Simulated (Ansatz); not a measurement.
Take PbSe in the rock salt structure (space group Fm-3m, No. 225; a = 6.102 Å) as the base.

Levels (all Ansatz, a first-principles code, PAW): PBEsol (420 eV, no spin-orbit coupling); HSE06 (420 eV, no spin-orbit coupling).

The geometry is relaxed with PBEsol.

```
Item              Result
---------------  -------
PBEsol band gap  0.17 eV
```

With HSE06 at the same geometry, the band gap goes up by 0.48 eV (0.17 eV → 0.65 eV).

Single points use the geometry relaxed with PBEsol. HSE06 gaps are upper bounds (no full band path). With Pb present, leaving out spin-orbit coupling can change the band edges. Whether these cells are dynamically stable was not tested. The zero or small gap of PbSe can change with the level of theory.
